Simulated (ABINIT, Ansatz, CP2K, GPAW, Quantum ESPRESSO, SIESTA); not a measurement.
# Code comparison for Nb (Im-3m, 1 atom in the cell)

Self-consistent single point, at a second geometry (lattice scaled by 0.98). First geometry:

```xyz
1
Lattice="-1.6340 1.6340 1.6340 1.6340 -1.6340 1.6340 1.6340 1.6340 -1.6340" Properties=species:S:1:pos:R:3 pbc="T T T"
Nb     0.0000     0.0000     0.0000
```

Shared settings, as Ansatz (a first-principles code) writes them: kpoints.mp_grid.grid = 11 11 11; scf.occupations.method = gaussian; scf.occupations.width = 0.0037 Ry. Potentials and cutoffs stand in the table.

```csv
code,model,ΔF from the first geometry (meV/atom),pressure (GPa),cutoff
SIESTA,"GGA PBE, numerical atomic orbitals DZP, PseudoDojo PBE standard norm-conserving potentials (rewritten from UPF to PSML)",81.2,20.14,grid 400 Ry
CP2K,"PBE, GPW, DZVP-MOLOPT-SR-GTH basis, GTH-PBE potentials (GTH_POTENTIALS)",85.7,20.23,grid 500 Ry
Quantum ESPRESSO,"PBE, PSlibrary ultrasoft (PBE) pseudopotentials",91.8,19.85,55 Ry
GPAW,"PBE, GPAW PAW datasets PBE (gpaw-data 1.0.1)",83.4,19.66,600 eV
ABINIT,"PBE, norm-conserving pseudopotentials (PseudoDojo nc-sr-05 PBE standard)",90.3,20.93,1116 eV
Ansatz,"PBE, default PAW files",89.1,20.73,default
```

For Quantum ESPRESSO (by 1.3 GPa) the energy change implies a higher mean pressure, against the two pressures, than for the other programs: a sign of finite-basis (Pulay) stress.

On Ansatz's run: spin polarisation is off.

The spread over the programs that give each value: ΔF from the first geometry within 10.6 meV/atom; pressure within 1.27 GPa.

SIESTA and CP2K use small atom-centred bases, whose incompleteness enters pressures, forces and empty levels differently from a plane-wave cutoff. Ansatz's pressure is given at a fixed set of plane waves, as the other plane-wave codes print theirs; with its correction for the finite basis it is 20.77 GPa.

The starting cell has typed, rounded lattice constants, without a prior relaxation at this level. Its lattice was rescaled by a random factor within 2.5 % of one. For this run, on top of that: lattice scaled by 0.98.

Left out of this page: Elk and FLEUR (not drawn, or without a comparable value).

Keys are those of Ansatz 0.2.
